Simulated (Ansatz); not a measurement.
Data:

```
CELL_PARAMETERS angstrom
      0.00000     2.27005     2.27005
      2.27005     0.00000     2.27005
      2.27005     2.27005     0.00000
ATOMIC_POSITIONS crystal
  B  0.00000 0.00000 0.00000
  P  0.25000 0.25000 0.25000
```

No spin polarisation.

Calculations: PBE in Ansatz (plane waves to 420 eV, PAW, spin-orbit coupling left out). k-mesh 12×12×12 (Γ-centred); smearing 0.05 eV (Fermi–Dirac).

**Question.** Predict the hole mass, band gap and smallest direct gap.

**Answer.** The hole mass (degenerate bands, along [100]) comes out as 0.26, 0.26, 0.34 mₑ (at Γ). The band gap is 1.24 eV. The smallest direct gap is 3.40 eV.

Load acts through the strain it causes; cell and atoms are relaxed under it. Effective masses come from finite differences of ±0.01 Å⁻¹. Whether these cells are dynamically stable was not tested. The cell was made from BP in the zinc blende structure (space group F-43m, No. 216) by this change: pressure 0.9 GPa.

Ansatz is a program for electronic structure.
